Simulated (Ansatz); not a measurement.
The starting structures come from a database of crystals and need not be the phases stable at ambient conditions.

Consider the following.

```yaml
crystal:
  lattice:
    - [4.19870, 0.00000, 0.00000]
    - [-2.09935, 3.63618, 0.00000]
    - [2.09935, -1.21206, 3.42823]
  atoms:
    - { symbol: Mg, position: [0.00000, 0.00000, 0.00000] }
    - { symbol: Se, position: [0.25000, 0.75000, 0.25000] }
```

Space group of this cell: F-43m, zinc blende. The cell is taken as given.

The numbers are results of r2SCAN (plane waves, PAW; Ansatz, a quantum-chemistry and plane-wave program), not measurements.

The current runs along the normal of the first two printed vectors; no spin-orbit coupling. Scaled by the factor s: all lengths (ions clamped). Meshes 10×10×10 and 12×12 across the current in all rows.

```tsv
s	mean pressure (GPa)	slowest mid-gap decay constant κ (1/Å)
0.98	3.7	0.220
1.00	0.2	0.211
1.02	-2.4	?
```

Task: Take the slope of the slowest mid-gap decay constant κ against ln s from the two given rows, extrapolate to s = 1.02, and say what the run there gives.

Result: Slope = (0.220 − 0.211) / ln 0.98 = -0.445 1/Å. The line gives 0.211 + (-0.445) × ln 1.02 = 0.202 1/Å. The run gives 0.202 1/Å, as the line does.
